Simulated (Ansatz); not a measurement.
The (100) surface of fcc Cu in its 1x1 cell, outermost plane spacing 1.81 Å in the ideal cut

Calculation: PBE (plane waves to 420 eV, PAW; Ansatz, a program for electronic structure).

Model: 8-atom slab, 12.7 Å thick at the start, 15x15x1 mesh, Fermi-Dirac 0.1 eV, dipole correction, all atoms relaxed; start symmetry kept, larger cells not searched; no spin, no spin-orbit, no U.

```yaml
surface energy (mean of both faces): 1.48 J/m²
surface_energy_before_relaxation: 1.49 J/m²
work_function_of_the_top_face: 4.54 eV
energy_released_by_relaxation: 0.011 eV
cost: roughly 3 core-minutes
```
